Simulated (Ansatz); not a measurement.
Start from K2PtH6 (space group Fm-3m, No. 225; a = 8.1143 Å; a cell from a computed database, its experimental status unchecked).

Level of theory: r2SCAN (Ansatz, a first-principles code, PAW, without spin-orbit coupling), earlier PAW set.

Before the change:

```
Property               Value
-------------------  -------
Smallest direct gap  4.48 eV
```

Perturbation: hydrostatic tension (pressure −1 GPa).

Task: Predict the new smallest direct gap.

Result: The smallest direct gap grows by 0.05 eV (4.48 eV → 4.53 eV).

Task: What does the calculation give for the mean gap deformation potential ΔEg/Δln V after the change?

Result: The mean gap deformation potential ΔEg/Δln V is +0.8 eV.

With Pt present, leaving out spin-orbit coupling can change the band edges. Load acts through the strain it causes; cell and atoms are relaxed under it. No phonon test of stability was made.
